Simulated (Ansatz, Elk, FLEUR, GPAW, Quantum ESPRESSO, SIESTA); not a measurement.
CoSn (P6/mmm, 6 atoms in the cell) computed with different codes at matched settings

Self-consistent single point, at a second geometry (lattice scaled by 0.98). First geometry:

```yaml
crystal:
  lattice:
    - [5.24761, 0.00000, 0.00000]
    - [-2.62381, 4.54457, 0.00000]
    - [0.00000, 0.00000, 4.18885]
  atoms:
    - { symbol: Co, position: [0.00000, 0.50000, 0.00000] }
    - { symbol: Co, position: [0.50000, 0.00000, 0.00000] }
    - { symbol: Co, position: [0.50000, 0.50000, 0.00000] }
    - { symbol: Sn, position: [0.66667, 0.33333, 0.50000] }
    - { symbol: Sn, position: [0.33333, 0.66667, 0.50000] }
    - { symbol: Sn, position: [0.00000, 0.00000, 0.00000] }
```

Shared settings, as Ansatz (an electronic-structure program) writes them: kpoints.mp_grid.grid = 6 6 7; scf.occupations.method = fermi_dirac; scf.occupations.width = 0.1 eV. Potentials and cutoffs stand in the table.

```tsv
code	model	ΔF from the first geometry (meV/atom)	pressure (GPa)	cutoff
Quantum ESPRESSO	PBE, PSlibrary PAW (PBE) pseudopotentials	58.3	13.44	55 Ry
GPAW	PBE, GPAW PAW datasets PBE (gpaw-data 1.0.1)	52.8	13.92	850 eV
Ansatz	PBE, default PAW files	54.0	14.09	420 eV
Elk	PBE, all-electron FP-LAPW, Elk's shipped species files, APW+lo basis with extra local orbitals	53.6	–	rgkmax 8
SIESTA	GGA PBE, numerical atomic orbitals TZP, PseudoDojo PBE standard norm-conserving potentials (rewritten from UPF to PSML)	54.0	14.40	grid 400 Ry
FLEUR	PBE, all-electron FLAPW (FLEUR), scalar-relativistic valence	52.3	–	Kmax 3.5 1/bohr
```

For Quantum ESPRESSO (by 1.5 GPa) the energy change implies a higher mean pressure, against the two pressures, than for the other programs: a sign of finite-basis (Pulay) stress.

A dash marks a value that a program does not give, or that is left out as unsure.

On Ansatz's run: spin polarisation is off.

The spread over the programs that give each value: ΔF from the first geometry within 6.0 meV/atom; pressure within 0.96 GPa.

SIESTA uses small atom-centred bases, whose incompleteness enters pressures, forces and empty levels differently from a plane-wave cutoff. Elk and FLEUR treat all electrons, but the usual bases taken here (sphere radii, linearisation, local orbitals, empty states) were not tested for convergence, so the values are no reference for the others. Ansatz's pressure is given at a fixed set of plane waves, as the other plane-wave codes print theirs; with its correction for the finite basis it is 14.22 GPa.

The starting cell comes from a database of computed structures (which also holds hypothetical and non-ambient phases and stackings), without a prior relaxation at this level. Its lattice was rescaled by a random factor within 2.5 % of one. For this run, on top of that: lattice scaled by 0.98.

Keys are those of Ansatz 0.2.
